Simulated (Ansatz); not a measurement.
Abridged Ansatz (an electronic-structure program) output:

```
Pseudopotential: Cd, paw, valence charge 20
Pseudopotential: Ge, paw, valence charge 14
Pseudopotential: Bi, paw, valence charge 15
Crystal: 8 atoms, lattice volume = 278.649 Å³
Basis set: ecut = 500 eV, 7039 PW (Γ), exchange–correlation on 240×240×240 points (64 copies of the dense FFT grid, shifted against one another)
Bands: 72, of which v1, the nominal top of the filled ones, is band 64 counted from 1 (63 counted from 0)
Symmetry: 8 space group operations
k-points: 102 of 1000 (time reversal used)
Functional: x = r2scan, c = r2scan; τ floored in thin density (d = 2e-4 eV/Å³)
SCF iter   1: F=—  HF=-74785.322497 eV  |F-HF|=—  |Δ(HF+E_count)|=         —  Δρ=4.43e-3  dr2=2.28e-2  dr2_τ=2.12e-2  ethr=1.77e-3  ⟨swp⟩=6.2  Hψ=26483  notcnv=0
SCF iter   2: F=—  HF=-74785.354355 eV  |F-HF|=—  |Δ(HF+E_count)|=   3.19e-2  Δρ=2.33e-3  dr2=7.95e-3  dr2_τ=7.78e-4  ethr=1.78e-5  ⟨swp⟩=2.0  Hψ=15138  notcnv=0  defer=162
SCF 1 converged in 11 iterations: F = -74785.358244 eV  dr2 = 1.67e-10
SCF converged after 11 iterations
Free energy (F): -74785.358244 eV
Internal energy: -74785.353591 eV  (E = F + TS)
E sigma→0 (E₀):  -74785.355917 eV
Entropy (-TS):   -0.004653 eV (-0.582 meV/atom)
Fermi energy:    7.701785 eV
--- Forces (eV/Å), atoms counted from 1 ---
  atom   1  Cd    -0.00000000    -0.00000000    -0.00000000
  atom   2  Cd    -0.00000000     0.00000000    -0.00000000
  atom   3  Ge     0.00000000    -0.00000000     0.00000000
  atom   4  Ge     0.00000000     0.00000000     0.00000000
  atom   5  Bi     0.00000000    -0.00088173    -0.00000000
  atom   6  Bi     0.00000000     0.00088173     0.00000000
  atom   7  Bi     0.00088173    -0.00000000    -0.00000000
  atom   8  Bi    -0.00088173     0.00000000     0.00000000
--- Stress (GPa, compression-positive) ---
        0.008759       0.000000       0.000000
        0.000000       0.008759       0.000000
        0.000000       0.000000       0.002324
  P = ⅓ Tr σ = 0.0066 GPa (0.066 kbar)
```

What was computed, and what are the main results?

CdBi2Ge, 8 atoms in the cell, with Ansatz, r2SCAN, PAW, cutoff 500 eV, scalar-relativistic without spin-orbit coupling. The last SCF converged to F = -74785.358244 eV, or -9348.1698 eV per atom, at a pressure of 0.01 GPa. The total energy compares only with runs of the same code, potentials and settings.

Spin-orbit coupling, missing from the scalar runs, can matter with Bi. No phonon test of stability was made. All final runs are without spin polarisation. The cell was made from CdGeAs2 by this change: As → Bi; the result is a hypothetical phase, not in the database extracts checked.
